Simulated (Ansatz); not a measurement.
Start from Pd in the diamond structure (space group Fd-3m, No. 227; a = 5.6853 Å; a hypothetical phase, not in the database extracts checked).

Structures relaxed with DFT with PBEsol, PAW potentials and a 420 eV plane-wave cutoff in Ansatz (a program for electronic structure), spin-orbit coupling left out.

Base:

Simulated powder pattern, Cu Kα1, λ = 1.54056 Å (kinematic, ideal powder, no thermal factors, no anomalous dispersion; the 8 strongest lines at most, above 2 %, up to 2θ = 90°):

```csv
2θ (°),I/Imax (%),hkl
27.14,100,(111)
45.07,72,(220)
53.41,43,(311)
65.63,11,(400)
72.40,16,(331)
83.17,23,(422)
89.50,13,(511)
```

After one change:

Simulated powder pattern, Cu Kα1, λ = 1.54056 Å (kinematic, ideal powder, no thermal factors, no anomalous dispersion; the 8 strongest lines at most, above 2 %, up to 2θ = 90°):

| 2θ (°) | I/Imax (%) |
|---|---|
| 27.03 | 100 |
| 44.87 | 72 |
| 53.17 | 43 |
| 65.33 | 11 |
| 72.05 | 16 |
| 82.76 | 23 |
| 89.03 | 13 |

Task: What was done to the base?
A. pressure 5 GPa
B. pressure −1 GPa
C. pressure 1.5 GPa
D. pressure −2 GPa

Result: B, pressure −1 GPa. Its volume per atom is 23.26 Å³ against 22.97 Å³, and its space group is Fd-3m (No. 227).

Load acts through the strain it causes; cell and atoms are relaxed under it. Stability against distortions was not tested. No other phases were tried under pressure. The final runs are not spin-polarised. Pd lies near a magnetic instability that expansion can trigger; it was not tested. Pd has a high density of states at the Fermi level and may be magnetic at this level.
